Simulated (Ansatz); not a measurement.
The starting structures come from a database of crystals and need not be the phases stable at ambient conditions.

 Where the default PAW files enter, the runs use the earlier of Ansatz's two default sets.

Input:

```yaml
crystal:
  lattice:
    - [5.13396, 0.00000, 0.00000]
    - [2.56698, 4.83802, 0.00000]
    - [2.56698, -1.36200, 4.35936]
  atoms:
    - { symbol: Li, position: [0.43356, 0.84966, 0.28322] }
    - { symbol: Li, position: [0.43356, 0.34966, 0.78322] }
    - { symbol: Ta, position: [0.00109, 0.99837, 0.99946] }
    - { symbol: Ta, position: [0.00109, 0.49837, 0.49946] }
    - { symbol: O, position: [0.51896, 0.70551, 0.61431] }
    - { symbol: O, position: [0.16122, 0.70551, 0.22447] }
    - { symbol: O, position: [0.90880, 0.70551, 0.86673] }
    - { symbol: O, position: [0.16122, 0.20551, 0.11431] }
    - { symbol: O, position: [0.90880, 0.20551, 0.72447] }
    - { symbol: O, position: [0.51896, 0.20551, 0.36673] }
```

Space group of this cell: Cc. The cell is strained (lengths along the current scaled by 1.03, ions clamped); by PBEsol its mean pressure is -7.7 GPa.

Transport runs along the normal of the first two printed cell vectors.

No gap correction and no spin-orbit coupling; mid-gap values are interpolated between computed energies.

Give the band gap and the smallest decay constant κ at mid-gap that PBEsol (Ansatz, an electronic-structure program) yields.

Gap 3.70 eV on a 8×8×8 mesh; κ = 0.380 1/Å, at the zone centre.
